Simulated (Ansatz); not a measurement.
Electronic density of states of amorphous hafnium silicate (Hf18O38Si), density 8.61 g/cm³, on a 2×2×2 Γ-centred mesh with a Gaussian width of 0.1 eV; energies count from the Fermi level, whose place inside the gap is arbitrary. Cell and mesh are small, so fine structure isn't converged. The numbers are results of PBE, scalar-relativistic without spin-orbit coupling (plane waves to 420 eV, PAW; Ansatz, an electronic-structure program), not measurements. Sampling: a 2×2×2 Γ-centred mesh; Fermi-Dirac width 0.02 eV; no spin polarisation. At PBE the levels at the filled edge of the gap are localised (band-tail or defect states).

It comes from a melt-quench run on a machine-learned potential (CHGNet), relaxed afterwards by DFT. O atoms were pushed apart under 1.9 Å during the dynamics, to hinder bonds among them. The hot cell started wider than the set density and was brought back towards it in steps. It is the lowest in DFT energy of 2 quenches. It is a model cell: composition and starting density were chosen by hand, and all elements were melted together. No dispersion term was used. Its density started from a set value of 8.61 and ended at 8.61 g/cm³. The quench (nominally 300 K/ps over its main leg) was far faster than any real one, so the model tends to hold more defects than a real film. Values belong to this one cell and scatter from quench to quench. The volume was held where the preparation left it, at a PBE pressure of 1.1 GPa. Stress components on the final sampling reach 2.7 GPa. Cycles of charging lowered its energy after that relaxation.

```json
[
 {"E - EF (eV)": "-12.00", "states/(eV atom)": "3.76"},
 {"E - EF (eV)": "-11.90", "states/(eV atom)": "1.65"},
 {"E - EF (eV)": "-11.80", "states/(eV atom)": "0.87"},
 {"E - EF (eV)": "-11.70", "states/(eV atom)": "0.12"},
 {"E - EF (eV)": "-11.60", "states/(eV atom)": "0.00"},
 {"E - EF (eV)": "-11.50", "states/(eV atom)": "0.00"},
 {"E - EF (eV)": "-11.40", "states/(eV atom)": "0.00"},
 {"E - EF (eV)": "-11.30", "states/(eV atom)": "0.00"},
 {"E - EF (eV)": "-11.20", "states/(eV atom)": "0.00"},
 {"E - EF (eV)": "-11.10", "states/(eV atom)": "0.00"},
 {"E - EF (eV)": "-11.00", "states/(eV atom)": "0.00"},
 {"E - EF (eV)": "-10.90", "states/(eV atom)": "0.00"},
 {"E - EF (eV)": "-10.80", "states/(eV atom)": "0.00"},
 {"E - EF (eV)": "-10.70", "states/(eV atom)": "0.00"},
 {"E - EF (eV)": "-10.60", "states/(eV atom)": "0.00"},
 {"E - EF (eV)": "-10.50", "states/(eV atom)": "0.00"},
 {"E - EF (eV)": "-10.40", "states/(eV atom)": "0.00"},
 {"E - EF (eV)": "-10.30", "states/(eV atom)": "0.00"},
 {"E - EF (eV)": "-10.20", "states/(eV atom)": "0.00"},
 {"E - EF (eV)": "-10.10", "states/(eV atom)": "0.00"},
 {"E - EF (eV)": "-10.00", "states/(eV atom)": "0.00"},
 {"E - EF (eV)": "-9.90", "states/(eV atom)": "0.00"},
 {"E - EF (eV)": "-9.80", "states/(eV atom)": "0.00"},
 {"E - EF (eV)": "-9.70", "states/(eV atom)": "0.00"},
 {"E - EF (eV)": "-9.60", "states/(eV atom)": "0.00"},
 {"E - EF (eV)": "-9.50", "states/(eV atom)": "0.00"},
 {"E - EF (eV)": "-9.40", "states/(eV atom)": "0.00"},
 {"E - EF (eV)": "-9.30", "states/(eV atom)": "0.00"},
 {"E - EF (eV)": "-9.20", "states/(eV atom)": "0.00"},
 {"E - EF (eV)": "-9.10", "states/(eV atom)": "0.00"},
 {"E - EF (eV)": "-9.00", "states/(eV atom)": "0.00"},
 {"E - EF (eV)": "-8.90", "states/(eV atom)": "0.00"},
 {"E - EF (eV)": "-8.80", "states/(eV atom)": "0.00"},
 {"E - EF (eV)": "-8.70", "states/(eV atom)": "0.00"},
 {"E - EF (eV)": "-8.60", "states/(eV atom)": "0.01"},
 {"E - EF (eV)": "-8.50", "states/(eV atom)": "0.09"},
 {"E - EF (eV)": "-8.40", "states/(eV atom)": "0.18"},
 {"E - EF (eV)": "-8.30", "states/(eV atom)": "0.07"},
 {"E - EF (eV)": "-8.20", "states/(eV atom)": "0.01"},
 {"E - EF (eV)": "-8.10", "states/(eV atom)": "0.00"},
 {"E - EF (eV)": "-8.00", "states/(eV atom)": "0.00"},
 {"E - EF (eV)": "-7.90", "states/(eV atom)": "0.00"},
 {"E - EF (eV)": "-7.80", "states/(eV atom)": "0.00"},
 {"E - EF (eV)": "-7.70", "states/(eV atom)": "0.00"},
 {"E - EF (eV)": "-7.60", "states/(eV atom)": "0.00"},
 {"E - EF (eV)": "-7.50", "states/(eV atom)": "0.00"},
 {"E - EF (eV)": "-7.40", "states/(eV atom)": "0.00"},
 {"E - EF (eV)": "-7.30", "states/(eV atom)": "0.00"},
 {"E - EF (eV)": "-7.20", "states/(eV atom)": "0.04"},
 {"E - EF (eV)": "-7.10", "states/(eV atom)": "0.17"},
 {"E - EF (eV)": "-7.00", "states/(eV atom)": "0.21"},
 {"E - EF (eV)": "-6.90", "states/(eV atom)": "0.32"},
 {"E - EF (eV)": "-6.80", "states/(eV atom)": "0.45"},
 {"E - EF (eV)": "-6.70", "states/(eV atom)": "0.52"},
 {"E - EF (eV)": "-6.60", "states/(eV atom)": "0.62"},
 {"E - EF (eV)": "-6.50", "states/(eV atom)": "0.61"},
 {"E - EF (eV)": "-6.40", "states/(eV atom)": "0.63"},
 {"E - EF (eV)": "-6.30", "states/(eV atom)": "0.62"},
 {"E - EF (eV)": "-6.20", "states/(eV atom)": "0.59"},
 {"E - EF (eV)": "-6.10", "states/(eV atom)": "0.66"},
 {"E - EF (eV)": "-6.00", "states/(eV atom)": "0.75"},
 {"E - EF (eV)": "-5.90", "states/(eV atom)": "0.81"},
 {"E - EF (eV)": "-5.80", "states/(eV atom)": "0.87"},
 {"E - EF (eV)": "-5.70", "states/(eV atom)": "0.86"},
 {"E - EF (eV)": "-5.60", "states/(eV atom)": "0.86"},
 {"E - EF (eV)": "-5.50", "states/(eV atom)": "0.83"},
 {"E - EF (eV)": "-5.40", "states/(eV atom)": "0.83"},
 {"E - EF (eV)": "-5.30", "states/(eV atom)": "0.89"},
 {"E - EF (eV)": "-5.20", "states/(eV atom)": "0.85"},
 {"E - EF (eV)": "-5.10", "states/(eV atom)": "0.83"},
 {"E - EF (eV)": "-5.00", "states/(eV atom)": "0.85"},
 {"E - EF (eV)": "-4.90", "states/(eV atom)": "0.82"},
 {"E - EF (eV)": "-4.80", "states/(eV atom)": "0.80"},
 {"E - EF (eV)": "-4.70", "states/(eV atom)": "0.82"},
 {"E - EF (eV)": "-4.60", "states/(eV atom)": "0.82"},
 {"E - EF (eV)": "-4.50", "states/(eV atom)": "0.83"},
 {"E - EF (eV)": "-4.40", "states/(eV atom)": "0.82"},
 {"E - EF (eV)": "-4.30", "states/(eV atom)": "0.82"},
 {"E - EF (eV)": "-4.20", "states/(eV atom)": "0.87"},
 {"E - EF (eV)": "-4.10", "states/(eV atom)": "0.83"},
 {"E - EF (eV)": "-4.00", "states/(eV atom)": "0.86"},
 {"E - EF (eV)": "-3.90", "states/(eV atom)": "0.86"},
 {"E - EF (eV)": "-3.80", "states/(eV atom)": "0.87"},
 {"E - EF (eV)": "-3.70", "states/(eV atom)": "0.83"},
 {"E - EF (eV)": "-3.60", "states/(eV atom)": "0.86"},
 {"E - EF (eV)": "-3.50", "states/(eV atom)": "0.90"},
 {"E - EF (eV)": "-3.40", "states/(eV atom)": "0.90"},
 {"E - EF (eV)": "-3.30", "states/(eV atom)": "0.95"},
 {"E - EF (eV)": "-3.20", "states/(eV atom)": "0.96"},
 {"E - EF (eV)": "-3.10", "states/(eV atom)": "0.91"},
 {"E - EF (eV)": "-3.00", "states/(eV atom)": "0.98"},
 {"E - EF (eV)": "-2.90", "states/(eV atom)": "1.01"},
 {"E - EF (eV)": "-2.80", "states/(eV atom)": "1.02"},
 {"E - EF (eV)": "-2.70", "states/(eV atom)": "1.01"},
 {"E - EF (eV)": "-2.60", "states/(eV atom)": "0.96"},
 {"E - EF (eV)": "-2.50", "states/(eV atom)": "0.91"},
 {"E - EF (eV)": "-2.40", "states/(eV atom)": "0.85"},
 {"E - EF (eV)": "-2.30", "states/(eV atom)": "0.70"},
 {"E - EF (eV)": "-2.20", "states/(eV atom)": "0.50"},
 {"E - EF (eV)": "-2.10", "states/(eV atom)": "0.34"},
 {"E - EF (eV)": "-2.00", "states/(eV atom)": "0.26"},
 {"E - EF (eV)": "-1.90", "states/(eV atom)": "0.10"},
 {"E - EF (eV)": "-1.80", "states/(eV atom)": "0.01"},
 {"E - EF (eV)": "-1.70", "states/(eV atom)": "0.00"},
 {"E - EF (eV)": "-1.60", "states/(eV atom)": "0.00"},
 {"E - EF (eV)": "-1.50", "states/(eV atom)": "0.00"},
 {"E - EF (eV)": "-1.40", "states/(eV atom)": "0.00"},
 {"E - EF (eV)": "-1.30", "states/(eV atom)": "0.00"},
 {"E - EF (eV)": "-1.20", "states/(eV atom)": "0.00"},
 {"E - EF (eV)": "-1.10", "states/(eV atom)": "0.00"},
 {"E - EF (eV)": "-1.00", "states/(eV atom)": "0.00"},
 {"E - EF (eV)": "-0.90", "states/(eV atom)": "0.00"},
 {"E - EF (eV)": "-0.80", "states/(eV atom)": "0.00"},
 {"E - EF (eV)": "-0.70", "states/(eV atom)": "0.00"},
 {"E - EF (eV)": "-0.60", "states/(eV atom)": "0.00"},
 {"E - EF (eV)": "-0.50", "states/(eV atom)": "0.00"},
 {"E - EF (eV)": "-0.40", "states/(eV atom)": "0.00"},
 {"E - EF (eV)": "-0.30", "states/(eV atom)": "0.00"},
 {"E - EF (eV)": "-0.20", "states/(eV atom)": "0.00"},
 {"E - EF (eV)": "-0.10", "states/(eV atom)": "0.00"},
 {"E - EF (eV)": "0.00", "states/(eV atom)": "0.00"},
 {"E - EF (eV)": "0.10", "states/(eV atom)": "0.00"},
 {"E - EF (eV)": "0.20", "states/(eV atom)": "0.00"},
 {"E - EF (eV)": "0.30", "states/(eV atom)": "0.00"},
 {"E - EF (eV)": "0.40", "states/(eV atom)": "0.00"},
 {"E - EF (eV)": "0.50", "states/(eV atom)": "0.00"},
 {"E - EF (eV)": "0.60", "states/(eV atom)": "0.00"},
 {"E - EF (eV)": "0.70", "states/(eV atom)": "0.00"},
 {"E - EF (eV)": "0.80", "states/(eV atom)": "0.00"},
 {"E - EF (eV)": "0.90", "states/(eV atom)": "0.00"},
 {"E - EF (eV)": "1.00", "states/(eV atom)": "0.00"},
 {"E - EF (eV)": "1.10", "states/(eV atom)": "0.00"},
 {"E - EF (eV)": "1.20", "states/(eV atom)": "0.00"},
 {"E - EF (eV)": "1.30", "states/(eV atom)": "0.00"},
 {"E - EF (eV)": "1.40", "states/(eV atom)": "0.00"},
 {"E - EF (eV)": "1.50", "states/(eV atom)": "0.00"},
 {"E - EF (eV)": "1.60", "states/(eV atom)": "0.00"},
 {"E - EF (eV)": "1.70", "states/(eV atom)": "0.00"},
 {"E - EF (eV)": "1.80", "states/(eV atom)": "0.01"},
 {"E - EF (eV)": "1.90", "states/(eV atom)": "0.05"},
 {"E - EF (eV)": "2.00", "states/(eV atom)": "0.11"},
 {"E - EF (eV)": "2.10", "states/(eV atom)": "0.14"},
 {"E - EF (eV)": "2.20", "states/(eV atom)": "0.19"},
 {"E - EF (eV)": "2.30", "states/(eV atom)": "0.29"},
 {"E - EF (eV)": "2.40", "states/(eV atom)": "0.31"},
 {"E - EF (eV)": "2.50", "states/(eV atom)": "0.35"},
 {"E - EF (eV)": "2.60", "states/(eV atom)": "0.40"},
 {"E - EF (eV)": "2.70", "states/(eV atom)": "0.41"},
 {"E - EF (eV)": "2.80", "states/(eV atom)": "0.44"},
 {"E - EF (eV)": "2.90", "states/(eV atom)": "0.52"},
 {"E - EF (eV)": "3.00", "states/(eV atom)": "0.63"},
 {"E - EF (eV)": "3.10", "states/(eV atom)": "0.72"},
 {"E - EF (eV)": "3.20", "states/(eV atom)": "0.78"},
 {"E - EF (eV)": "3.30", "states/(eV atom)": "0.77"},
 {"E - EF (eV)": "3.40", "states/(eV atom)": "0.78"},
 {"E - EF (eV)": "3.50", "states/(eV atom)": "0.79"},
 {"E - EF (eV)": "3.60", "states/(eV atom)": "0.77"},
 {"E - EF (eV)": "3.70", "states/(eV atom)": "0.77"},
 {"E - EF (eV)": "3.80", "states/(eV atom)": "0.74"},
 {"E - EF (eV)": "3.90", "states/(eV atom)": "0.73"},
 {"E - EF (eV)": "4.00", "states/(eV atom)": "0.68"},
 {"E - EF (eV)": "4.10", "states/(eV atom)": "0.66"},
 {"E - EF (eV)": "4.20", "states/(eV atom)": "0.74"},
 {"E - EF (eV)": "4.30", "states/(eV atom)": "0.78"},
 {"E - EF (eV)": "4.40", "states/(eV atom)": "0.71"},
 {"E - EF (eV)": "4.50", "states/(eV atom)": "0.68"},
 {"E - EF (eV)": "4.60", "states/(eV atom)": "0.68"},
 {"E - EF (eV)": "4.70", "states/(eV atom)": "0.65"},
 {"E - EF (eV)": "4.80", "states/(eV atom)": "0.65"},
 {"E - EF (eV)": "4.90", "states/(eV atom)": "0.66"}
]
```

The level gap on this mesh is 3.92 eV; the broadening fills part of it in the curve.
